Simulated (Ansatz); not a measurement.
## AlRu under a change: uniaxial strain ε_zz = −1.50 %

The parent structure is AlRu in the CsCl type structure (space group Pm-3m, No. 221; a = 2.9832 Å; relaxed with 0.1 eV smearing). Axes: x, y, z lie along the cube axes.

Modification: the cell is compressed by 1.50 % along z with no lateral relaxation, atoms relaxed at fixed cell.

The values are results of r2SCAN, PAW, 500 eV (Ansatz, a quantum-chemistry and plane-wave program; no spin-orbit coupling), not measurements. Γ-centred 19×19×19 mesh, Fermi–Dirac width 0.1 eV.

```csv
quantity,base,changed,shift
volume per atom,13.27 Å³,13.07 Å³,-0.20 Å³
space group,Pm-3m (No. 221),P4/mmm (No. 123),–
energy relative to the base (free energy F),0 meV/atom,+3.4 meV/atom,+3.4 meV/atom
band gap,zero,zero,–
"stress (xx, yy, zz, yz, xz, xy; compression positive)",–,"(2.5, 2.5, 5.5, 0.0, 0.0, 0.0) GPa",–
```

Final structure:

```
CELL_PARAMETERS angstrom
      2.98315     0.00000     0.00000
      0.00000     2.98315     0.00000
      0.00000     0.00000     2.93840
ATOMIC_POSITIONS crystal
  Al 0.50000 0.50000 0.50000
  Ru 0.00000 0.00000 0.00000
```

Cost of the whole job for the changed cell (relaxation, final SCF and bands): roughly 30 core-seconds.

Stability against distortions was not tested. The final runs are not spin-polarised.
